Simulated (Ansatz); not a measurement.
Cost and result by functional for the adsorption energy of NH2 on the 1x1 (0001) surface of corundum (cut with top plane Al), one in a 1x1 cell, started at the site 'hollow Al-O-O-O over O at depth 2.3 Å #2', in Ansatz (plane waves, PAW). Single points on the PBE structure, on one kind of machine; costs are rough ratios of the slab run's core time (references not counted) to the cheapest single point. r2SCAN's cost holds its higher cutoff (500 against 420 eV). Differences are taken against r2SCAN for comparison alone: no measured value is at hand, so the table doesn't rank accuracy. The points keep PBE's geometry, so the relaxation of a polaron and the settling of charge on one site are left out.

Host crystal: corundum, with a band gap (PBE, scalar-relativistic without spin-orbit coupling).

Model: 23-atom slab, 6.7 Å thick at the start under the adsorbate (thin: gaps and levels are the slab's own), 6x6x1 mesh, Fermi-Dirac 0.01 eV, dipole correction, 9 atoms held, the rest relaxed; no symmetry held; spin-polarised, ending with about 1.0 μB a cell; orders that need a larger cell were not tried, no spin-orbit, no U, no dispersion correction. At the end it is bonded to Al. In PBE it is, or lies within 0.03 eV of, the lowest of the starts that converged. These notes are the PBE run's. r2SCAN: The program's check for a lower electronic state was not made. Adsorption energies are against NH3(g) − ½ H2(g). A negative adsorption energy means that the adsorbate is more stable on the surface than in its reference.

| functional | relative cost | adsorption energy (eV) | less r2SCAN (eV) |
|---|---|---|---|
| RPBE | 1 | 1.11 | 0.05 |
| r2SCAN | 2 | 1.07 | 0.00 |
| PBE (the relaxed run's value) | – | 1.10 | 0.03 |

The values span 0.05 eV, while the single points' costs differ by a factor of roughly 2. Differences are of unrounded values.

Ansatz is a quantum-chemistry and plane-wave program.
